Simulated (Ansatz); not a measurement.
# NiSi2: uniaxial stress, 1 GPa tension along z

Start from NiSi$_{2}$ (space group Fm-3m, No. 225; a = 5.3870 Å; non-magnetic). Axes: x, y, z lie along the cube axes.

Perturbation: uniaxial stress, 1 GPa tension along z; all other stress components relax to zero.

The values are results of Ansatz (a program for electronic structure), r2SCAN, PAW, cutoff 500 eV, no spin-orbit coupling, not measurements. Γ-centred 15×15×15 mesh, Fermi–Dirac width 0.05 eV.

| quantity | base | changed | shift |
|---|---|---|---|
| volume per atom | 13.03 Å³ | 13.05 Å³ | +0.026 Å³ |
| space group | Fm-3m (No. 225) | I4/mmm (No. 139) | – |
| shortest interatomic distance | 4.408 bohr | 4.411 bohr | +0.003 bohr |
| energy relative to the base (free energy F) | 0 meV/atom | +0.4 meV/atom | +0.4 meV/atom |
| band gap | zero | zero | – |
| strain response (xx, yy, zz) (rough) | – | (−0.41, −0.41, +1.03) % | – |

Final structure:

```yaml
crystal:
  lattice:
    - [0.00000, 2.68250, 2.72114]
    - [2.68250, 0.00000, 2.72114]
    - [2.68250, 2.68250, 0.00000]
  atoms:
    - { symbol: Ni, position: [0.00000, 0.00000, 0.00000] }
    - { symbol: Si, position: [0.25000, 0.25000, 0.25000] }
    - { symbol: Si, position: [0.75000, 0.75000, 0.75000] }
```

Without a gap, meshes like the base's 15×15×15 leave anisotropic stresses uncertain by several tenths of a GPa, and small strain energies with them. Beyond what the load breaks, stability against distortions was not tested. Starting moments died away, wholly or in part, for the base; another magnetic solution may exist. All final runs are without spin polarisation.
